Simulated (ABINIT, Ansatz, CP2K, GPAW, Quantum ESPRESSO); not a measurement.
# Ga₃P (I4/mmm, 4 atoms in the cell) computed with different codes at matched settings

Self-consistent single point.

```xyz
4
Lattice="-1.8830 1.8830 5.1931 1.8830 -1.8830 5.1931 1.8830 1.8830 -5.1931" Properties=species:S:1:pos:R:3 pbc="T T T"
Ga     0.0000     1.8830     2.5965
Ga     1.8830     0.0000     2.5965
Ga     0.0000     0.0000     5.1931
P      0.0000     0.0000     0.0000
```

All programs got the same cell, k-point mesh and kind of occupations (in Ansatz's words: kpoints.mp_grid.grid = 8 8 8; scf.occupations.method = fermi_dirac; scf.occupations.width = 0.1 eV); potentials, basis and cutoffs are each program's usual ones.

| code | model | pressure (GPa) | k-points | cutoff |
|---|---|---|---|---|
| ABINIT | PBEsol, norm-conserving pseudopotentials (PseudoDojo nc-sr-04 PBEsol standard) | -3.56 | 59 | 40 Ha |
| CP2K | PBEsol, GPW, DZVP-MOLOPT-SR-GTH basis, GTH-PBE potentials (GTH_POTENTIALS) | -2.77 | 260 | grid 600 Ry |
| Ansatz | PBEsol, PAW files made with PBE | -3.62 | 59 | default |
| Quantum ESPRESSO | PBEsol, PseudoDojo standard norm-conserving (PBESOL) pseudopotentials | -3.56 | 59 | 80 Ry |
| GPAW | PBEsol, GPAW PAW datasets PBEsol (made by gpaw-setup) | -3.36 | 59 | 600 eV |

No clean gap comes from ABINIT, CP2K, Ansatz (an electronic-structure program), Quantum ESPRESSO and GPAW: levels at the Fermi energy touch, overlap or are partly filled at this smearing.

The spread over the programs that give each value: pressure within 0.85 GPa.

The starting cell comes from a database of computed structures (which also holds hypothetical and non-ambient phases and stackings), without a prior relaxation at this level. On Ansatz's run: In the base run, with a pressure of about -4 GPa the cell is away from its equilibrium volume at this level. The run gives no clean gap (levels at the Fermi energy touch, overlap or are partly filled at this smearing), which alone does not show that the compound is a metal.

**Question.** Why do the programs differ, and what cannot be compared?

**Answer.** Differences of this kind can come from the potentials, where these differ, and from what each basis and cutoff leave unconverged. The valence holds different numbers of electrons (ABINIT 44, CP2K 44, Ansatz 44, Quantum ESPRESSO 44, GPAW 14). The zero of total energies and Fermi levels follows the potentials and each program's conventions, so they are not compared here. CP2K uses small atom-centred bases, whose incompleteness enters pressures, forces and empty levels differently from a plane-wave cutoff. Ansatz's pressure is given at a fixed set of plane waves, as the other plane-wave codes print theirs; with its correction for the finite basis it is -3.59 GPa. The programs reduce the same mesh by symmetry to different extents, which changes the work and not the result.

Left out of this page: Elk and FLEUR (not drawn, or without a comparable value); SIESTA (unsound by tests on forces, stress, charge or solver warnings).

Keys are those of Ansatz 0.2.
